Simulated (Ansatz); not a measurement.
Start from ZnO in the wurtzite structure (space group P6_3mc, No. 186; a = 3.2796 Å, c = 5.2933 Å).

Computed with Kohn–Sham DFT with the PBE functional, run in Ansatz (a first-principles code) with PAW and 420 eV plane waves, no spin-orbit coupling.

For the base:

Electron mass: 0.14 mₑ (at Γ)
Gap character: direct at Γ
Band gap: 0.74 eV
Shortest interatomic distance: 3.777 bohr

The change: a hydrostatic pressure of 22.5 GPa.

Problem. How does this affect the electron mass, gap character, band gap and shortest interatomic distance?

Solution. The electron mass changes from 0.14 mₑ (at Γ) to 0.17 mₑ (at Γ); the gap character stays direct at Γ; the band gap grows by 0.184 eV (0.74 eV → 0.93 eV); the shortest interatomic distance shrinks by 0.160 bohr to 3.617 bohr.

Load acts through the strain it causes; cell and atoms are relaxed under it. Masses are band curvatures over ±0.01 Å⁻¹ around the edge. Whether these cells are dynamically stable was not tested. Measured, ZnO leaves this structure (for rock salt) near 9.1 GPa (temperature not stated; as listed in Datta, Sujoy, Jana, Debnarayan, arXiv (2020)), on rising pressure, with hysteresis.
